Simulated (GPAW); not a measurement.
Worked example: self-consistent single point of VB4Os (P1, 6 atoms in the cell) in GPAW.

Method of the run: LDA (Perdew-Wang 92), GPAW PAW datasets LDA (gpaw-data 1.0.1) (plane waves; GPAW).

The change in words: lattice scaled by 0.98. Reference geometry:
```
VB4Os
1.0
    2.87749     0.00000     0.00000
   -1.43874     2.49198     0.00000
    0.00000     0.00000     7.45371
V B Os
1 4 1
Cartesian
  0.01690   0.04573   0.02311
  0.00442   0.08266   5.28837
  0.04612   0.02648   2.11337
 -0.05548   1.51040   5.89397
 -0.04630   1.62483   1.50978
  0.03433   1.69387   3.80567
```

Reference input (self-consistent single point, DFT LDA (Perdew-Wang 92), plane waves, GPAW PAW datasets LDA (gpaw-data 1.0.1)): mode = pw; ecut = 950 eV; xc = LDA; kpts = 8 8 3; mesh shift (steps) = 0 0 0; occupations.name = fermi-dirac; occupations.width = 0.05 eV; nbands = -10; convergence.density = 1e-05 e/electron; convergence.energy = 1e-05 eV/electron; symmetry.symmorphic = false; symmetry.tolerance = 0.0005. This run's input differs from it in these lines:

```diff
@@ -5,5 +5,5 @@
 atoms = Atoms(['V', 'B', 'B', 'B', 'B', 'Os'],
-              cell=[[2.877490, 0.000000, 0.000000],
-                    [-1.438745, 2.491979, 0.000000],
-                    [0.000000, 0.000000, 7.453710]],
+              cell=[[2.819940, 0.000000, 0.000000],
+                    [-1.409970, 2.442139, 0.000000],
+                    [0.000000, 0.000000, 7.304636]],
               scaled_positions=[[0.015047, 0.018350, 0.003100],
```

Output, abridged:

```
     iter     time        total  log10-change:
                         energy   eigst   dens
iter:   1 --:--:--   -59.354616
iter:   2 --:--:--   -56.650268   -0.65  -0.96
iter:   3 --:--:--   -54.178329   -0.81  -1.06
iter:   4 --:--:--   -53.668937   -0.92  -1.25
iter:   5 --:--:--   -53.595770   -2.01  -1.45
   [... 3 lines left out ...]
iter:   9 --:--:--   -53.348549   -2.72  -2.11
iter:  10 --:--:--   -53.348292   -3.55  -2.33
iter:  11 --:--:--   -53.347335   -3.77  -2.56
iter:  12 --:--:--   -53.347465   -4.28  -2.72
iter:  13 --:--:--   -53.347189c  -3.91  -2.76
iter:  14 --:--:--   -53.347244c  -4.61  -3.07
iter:  15 --:--:--   -53.347128c  -5.01  -3.10
iter:  16 --:--:--   -53.347186c  -4.98  -3.34
iter:  17 --:--:--   -53.347201c  -5.63  -3.52
iter:  18 --:--:--   -53.347203c  -5.90  -3.63
iter:  19 --:--:--   -53.347192c  -5.85  -3.71
iter:  20 --:--:--   -53.347192c  -6.78  -4.08
iter:  21 --:--:--   -53.347193c  -7.31  -4.14
iter:  22 --:--:--   -53.347193c  -7.61c -4.21
iter:  23 --:--:--   -53.347192c  -7.59c -4.28
iter:  24 --:--:--   -53.347192c  -8.24c -4.33
iter:  25 --:--:--   -53.347191c  -7.36  -4.37
iter:  26 --:--:--   -53.347191c  -8.01c -4.78
iter:  27 --:--:--   -53.347191c  -8.50c -5.05c
Converged after 27 iterations.

Dipole moment: (-6.256466, 0.842072, -0.798492) |e|*Ang

Energy contributions relative to reference atoms: (reference = -497075.210421)

Kinetic:        +50.733858
Potential:      -43.061314
External:        +0.000000
XC:             -60.874572
Entropy (-ST):   -0.020286
Local:           -0.135020
SIC:             +0.000000
--------------------------
Free energy:    -53.357335
Extrapolated:   -53.347191

Showing only first 2 kpts
 Kpt  Band  Eigenvalues  Occupancy
  0    17     11.58546    1.99782
  0    18     11.74098    1.95228
  0    19     12.33906    0.00052
  0    20     12.98701    0.00000

  1    17     11.43334    1.99990
  1    18     11.85683    1.60255
  1    19     12.14261    0.02622
  1    20     12.75424    0.00000

Fermi level: 11.92654

No gap
   [... lines left out ...]
  0 V    -0.18349   -0.83342   -0.55227
  1 B     0.16237   -4.01196   -1.02800
  2 B    -0.69062   -0.47286    1.46563
  3 B     0.25439    4.54053    2.72117
  4 B     0.94362    1.00293    0.08800
  5 Os   -0.48645   -0.22547   -2.69417

Stress tensor:
     0.009906     0.021764     0.001827
     0.021764    -0.126581    -0.028989
     0.001827    -0.028989    -0.097051
Stress (GPa, Voigt): [  1.5872 -20.2805 -15.5493  -4.6445   0.2928   3.4869]
```

The run converged in 27 iterations. GPAW prints stress with tension positive. Against the reference run the free energy goes up by 4.8 meV/atom and the largest force goes from 4.444 to 5.300 eV/Å.

At such cutoffs GPAW's stress carries a finite-basis (Pulay) error, which enters relaxed cells too; its log prints stress with tension positive.

The starting cell comes from a database of computed structures (which also holds hypothetical and non-ambient phases and stackings), without a prior relaxation at this level. Its atoms were displaced at random from the sites of space group no. 187. For this run, on top of that: lattice scaled by 0.98. Spin polarisation is off. Forces in this geometry exceed 1 eV/Å.

Cost on one core of a shared machine: roughly 8 min.
